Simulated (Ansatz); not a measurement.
**MgO (within 0.1 Å of P3m1, No. 156, 12 atoms in the cell; start mp-775808; a measured phase of this formula has another space group)**

These are PBEsol (plane waves, PAW; Ansatz, an electronic-structure program) values and carry that method's errors.

Settings: plane-wave cutoff 520 eV, 12×12×4 k mesh (along the axes of the cell as run), Fermi–Dirac smearing 0.01 eV, scalar-relativistic PAW data made under PBE.

Cell (relaxed at this level):

Space group P3m1 (No. 156); a = b = 3.2652 Å, c = 15.5090 Å, α = β = 90.00°, γ = 120.00°

| atom | site | symmetry | x | y | z |
|---|---|---|---|---|---|
| Mg | 1c | 3m. | 0.6667 | 0.3333 | 0.3519 |
| Mg | 1c | 3m. | 0.6667 | 0.3333 | 0.0207 |
| Mg | 1a | 3m. | 0.0000 | 0.0000 | 0.1863 |
| Mg | 1a | 3m. | 0.0000 | 0.0000 | 0.5181 |
| Mg | 1a | 3m. | 0.0000 | 0.0000 | 0.8525 |
| Mg | 1b | 3m. | 0.3333 | 0.6667 | 0.6863 |
| O | 1c | 3m. | 0.6667 | 0.3333 | 0.1483 |
| O | 1c | 3m. | 0.6667 | 0.3333 | 0.4795 |
| O | 1a | 3m. | 0.0000 | 0.0000 | 0.9815 |
| O | 1a | 3m. | 0.0000 | 0.0000 | 0.3139 |
| O | 1a | 3m. | 0.0000 | 0.0000 | 0.6470 |
| O | 1b | 3m. | 0.3333 | 0.6667 | 0.8140 |

```
Item                            Value
--------  ---------------------------
band gap  3.43 eV (on the SCF k mesh)
```

Computed values are for the static lattice.

A start named mp-… is a Materials Project structure, which need not be a measured phase.
